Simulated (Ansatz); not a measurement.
Cost and result by functional for the surface energy of the (110) surface of bixbyite In2O3 in its 1x1 cell (cut with top plane In + 2 O, bottom plane In + 2 O), outermost plane spacing 0.05 Å in the ideal cut (one of several cuts of this face), in Ansatz (plane waves, PAW). Single points on the PBE structure, on one kind of machine; costs are rough ratios of the slab run's core time (references not counted) to the cheapest single point. r2SCAN's cost holds its higher cutoff (500 against 420 eV). Differences are taken against r2SCAN for comparison alone: no measured value is at hand, so the table doesn't rank accuracy.

Model: 70-atom slab, In28O42, 11.6 Å thick at the start, 3x3x1 mesh, Fermi-Dirac 0.025 eV, dipole correction, all atoms relaxed; held to the start's symmetry, so lower structures may exist; no spin, no spin-orbit, no U. These notes are the PBE run's.

| functional | relative cost | surface energy (J/m²) | less r2SCAN (J/m²) |
|---|---|---|---|
| LDA | 1 | 1.40 | 0.05 |
| PBEsol | 1 | 1.23 | -0.12 |
| RPBE | 1 | 0.88 | -0.47 |
| r2SCAN | 2 | 1.35 | 0.00 |
| PBE (the relaxed run's value) | – | 1.06 | -0.29 |

The values span 0.53 J/m², while the single points' costs differ by a factor of roughly 2. Differences are of unrounded values.

Ansatz is a program for electronic structure.
